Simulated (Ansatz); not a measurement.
Base system: Ti in the hcp (Mg type) structure (space group P6_3/mmc, No. 194; a = 2.939 Å, c = 4.654 Å; relaxed with 0.1 eV smearing). Axes: x lies along a and z along c of the hexagonal cell.

Level of theory: Ansatz (a program for electronic structure), PBE, PAW, cutoff 420 eV, no SOC, earlier PAW set.

Base values:

- Pressure = 0.0 GPa

One thing is altered: biaxial strain +4.03 %, plane normal [001], relaxed out of plane (Cartesian); in-plane vectors clamped, the third vector and the atoms free.

**Question.** How does this affect the out-of-plane strain?

**Answer.** The out-of-plane strain comes out as -3.21 %.

**Question.** What does the calculation give for the pressure after the change?

**Answer.** The pressure (mean of the normal stresses, compression positive) goes from zero to -4.5 GPa.

No phonon test of stability was made. The final runs are not spin-polarised.
